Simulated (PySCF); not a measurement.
PySCF 2.14.0, PBE/def2-tzvp, df: Y(F)2(NH2) ([NH2][Y]([F])[F]), 6 atoms. The geometry is a generated start, not checked to be a minimum at this level.

```json
{
 "task": "energy",
 "method": "pbe",
 "basis": "def2-tzvp",
 "two_electron_scheme": "density fitting",
 "mol.max_memory": "3000 MB",
 "mf.max_cycle": "100",
 "mf.init_guess": "minao (default)",
 "mf.DIIS": "CDIIS (default)",
 "mf.diis_space": "8 (default)",
 "mf.conv_tol": "1e-09 (default)",
 "mf.grids.level": "3 (default)",
 "effective_core_potentials": "those of the basis set, past Kr",
 "basis_functions": "145",
 "grid_points": "83920"
}
```

```xyz
6

Y      0.8546    -0.1166     0.8339
F      1.4525    -1.4400    -0.4235
F     -0.5923    -1.0529     1.6719
N     -0.2714     1.0339    -0.4692
H     -1.2636     0.9622    -0.2094
H     -0.1798     0.6134    -1.4038
```

Charge 0 and multiplicity 1 are set for this test and not shown to be the ground state.

One run each on 2 threads, 1 BLAS thread. Values of level_shift (Hartree) tried: 0 (default), 0.1, 0.3, 1.

**Question.** Predict the course of the Fock builds along this series.

**Answer.** Fewest Fock builds, within one of each other: 0 (default) with 14, 0.1 with 14. The count rises to 78 at 1. All converge to one solution.

```json
[
 {"level_shift (Hartree)": "0 (default)", "Fock builds": "14", "end": "same solution"},
 {"level_shift (Hartree)": "0.1", "Fock builds": "14", "end": "same solution"},
 {"level_shift (Hartree)": "0.3", "Fock builds": "24", "end": "same solution"},
 {"level_shift (Hartree)": "1", "Fock builds": "78", "end": "same solution"}
]
```
